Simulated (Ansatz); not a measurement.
**Fermi-surface data of MgAu (Pm-3m)**

Given:

```
CELL_PARAMETERS angstrom
      3.26188     0.00000     0.00000
      0.00000     3.26188     0.00000
      0.00000     0.00000     3.26188
ATOMIC_POSITIONS crystal
  Mg 0.50000 0.50000 0.50000
  Au 0.00000 0.00000 0.00000
```

Level of theory: PBEsol, rigid bands (plane waves, PAW, scalar-relativistic; Ansatz, a quantum-chemistry and plane-wave program). Geometry: cell and atoms relaxed with PBEsol.

| Property | Value |
|---|---|
| density of states at the Fermi level | 0.555 states/(eV·cell), both spins |
| bare Sommerfeld coefficient | 0.65 mJ/(mol of atoms·K²) |
| Drude plasma energy | 8.8 eV |
| root-mean-square Fermi velocity | 1.4e6 m/s |
| resistivity times τ | 6.3 ×10⁻²² Ω·m·s |

A metal at this level (no band gap); rigid bands, thermally averaged at 300 K, both spins. Spin-orbit coupling is left out, which matters with elements this heavy. τ is one relaxation time for all states.

Formula and space group known from diffraction (Crystallography Open Database), not checked to be the room-temperature form: MgAu (Pm-3m).
